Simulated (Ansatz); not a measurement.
Start from C in the diamond structure (space group Fd-3m, No. 227).

```
C
1.0
    0.00000     1.78014     1.78014
    1.78014     0.00000     1.78014
    1.78014     1.78014     0.00000
C
2
Direct
  0.50000   0.50000   0.50000
  0.75000   0.75000   0.75000
```

Cartesian axes are those of the cell as printed.

Level of theory: r2SCAN (Ansatz, a first-principles code), no spin-orbit coupling.

For the base:

```
Quantity    Result
--------  --------
Pressure  0.01 GPa
```

Now apply this change: uniaxial strain ε_xx = +1.50 %, all other strain components held at zero; the atoms relax in the strained cell.

Task: What does the calculation give for the pressure after the change?

Result: The pressure (mean of the normal stresses, compression positive) drops by 6.52 GPa to -6.51 GPa.

Task: Estimate the effect on the energy relative to the base.

Result: The energy rises by 4.3 meV/atom.

No phonon test of stability was made.
